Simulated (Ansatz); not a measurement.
Worked example: relaxation of cell and atoms of InSe (C2/m, 4 atoms in the cell) in Ansatz (a quantum-chemistry and plane-wave program).

Method: PBEsol, default PAW files made with PBE (plane waves; Ansatz).

The change in words: atoms on their sites; basis.ecutwfc: 420 eV → 210 eV; relax: default → cell and atoms. Reference geometry:
```
CELL_PARAMETERS angstrom
      5.85553    -2.06492     0.00000
      5.85553     2.06492     0.00000
     -1.73185     0.00000     4.79521
ATOMIC_POSITIONS crystal
  In 0.11334 0.11334 0.96359
  In 0.88820 0.88820 0.04684
  Se 0.33907 0.33907 0.33104
  Se 0.66093 0.66093 0.66896
```

Reference input (self-consistent single point, DFT, PBEsol, plane waves, default PAW files made with PBE): basis.ecutwfc = 420 eV; kpoints.mp_grid.grid = 5 5 3; hamiltonian.xc = pbesol; hamiltonian.pseudopotentials = {kind: paw} (the program's default PAW files); scf.occupations.method = fixed. This run's input differs from it in these lines:

Ansatz 0.2 input:
```diff
@@ -6,3 +6,3 @@
   atoms:
-    - { symbol: In, position_ang: [-0.34143194, -0.00000000, 4.62060105] }
+    - { symbol: In, position_ang: [-0.34143240, 0.00000000, 4.57060141] }
     - { symbol: In, position_ang: [10.32063840, -0.00000000, 0.22460759] }
@@ -11,3 +11,3 @@
 basis:
-  ecutwfc: 420.0
+  ecutwfc: 210.0
 kpoints:
@@ -19,2 +19,4 @@
   occupations: { method: fixed }
+relax:
+  cell: {}
 output:
```

Output (repeated stretches shortened):

```
   [... SCF lines of the steps left out ...]
relax step   1: F+E_penalty+E_count = -21886.26255603 eV  Δ(F+E_penalty+E_count) = +0.000e0 eV  max|allowed force component| = 1.126e-1 eV/Å  Δτ_max = 0.0000 Å  P = -2.202 GPa  Ω = 115.960 Å³  (7 SCF iters, dr2 threshold 1.00e-7 eV, accepted)
relax step   2: F+E_penalty+E_count = -21892.98995224 eV  Δ(F+E_penalty+E_count) = -6.727e0 eV  max|allowed force component| = 3.292e-1 eV/Å  Δτ_max = 0.1293 Å  P = +48.797 GPa  Ω = 104.670 Å³  energy of the carried Pulay correction = +8.438e0 eV  [...]
   [... lines left out ...]
relax step 120: F+E_penalty+E_count = -21886.31289642 eV  Δ(F+E_penalty+E_count) = -5.928e-3 eV  max|allowed force component| = 2.121e-3 eV/Å  Δτ_max = 0.0002 Å  P = -0.019 GPa  Ω = 108.453 Å³  energy of the carried Pulay correction = +5.921e-3 eV  [...]
relax step 121: F+E_penalty+E_count = -21886.31913352 eV  Δ(F+E_penalty+E_count) = -6.237e-3 eV  max|allowed force component| = 2.099e-3 eV/Å  Δτ_max = 0.0000 Å  P = -0.081 GPa  Ω = 108.453 Å³  stress off target by 1.21e-1 GPa  SCF on the basis [...]
basis re-selected at this cell: Δ(F+E_penalty+E_count) = -6.237e-3 eV, ΔP = -0.062 GPa vs the last step
   [... lines left out ...]
Free energy (F): -21886.319134 eV
Fermi energy:    7.602412 eV
Error: variable-cell relaxation did not converge after 121 `relax_step` rows, as none of its last 28 fresh-basis SCF(s) at a relaxed cell met both thresholds with a finite energy. The last misses `relax.cell.stress_tol`: largest allowed force component 2.10e-3 eV/Å (`relax.f_tol` 1.00e-2 eV/Å), stress off the target on the free part of the cell 1.21e-1 GPa (`relax.cell.stress_tol` 5.00e-2 GPa), F+E_penalty+E_count -21886.31913352 eV. The closest is row 119, whose structure comes with this error. Larger ratio of force or stress to its threshold at each such SCF whose figures are numbers: 62.223, 59.279, 57.541, 53.636, 44.047, 37.576, 33.352, 29.716, 28.783, 23.393, 22.994, 17.855, [...]
   [... lines left out ...]
to start a new deck from the relaxed geometry:
  cell:  # Å, volume = 108.4602 Å³
    - [5.734007985793862, -2.0278133835505354, 0.001150891023988261]
    - [5.734007985793862, 2.0278133835505354, 0.001150891023988261]
    - [-1.6949646887777785, 0.0, 4.663613258394631]
  atoms:
    - { symbol: In, position: [0.11143198222933219, 0.11143198222933219, 0.9494265026532241] }
    - { symbol: In, position: [0.8885680177706673, 0.8885680177706673, 0.0505734973467756] }
    - { symbol: Se, position: [0.33955170349470154, 0.33955170349470154, 0.3496084414911342] }
    - { symbol: Se, position: [0.6604482965052983, 0.6604482965052983, 0.6503915585088657] }
```

The relaxation ended unconverged. 

The starting cell comes from a database of computed structures (which also holds hypothetical and non-ambient phases and stackings), without a prior relaxation at this level. Its lattice was rescaled by up to half a per cent. The cutoff lies below the one recommended for these files.

Cost on one core of a shared machine: roughly 3 min.
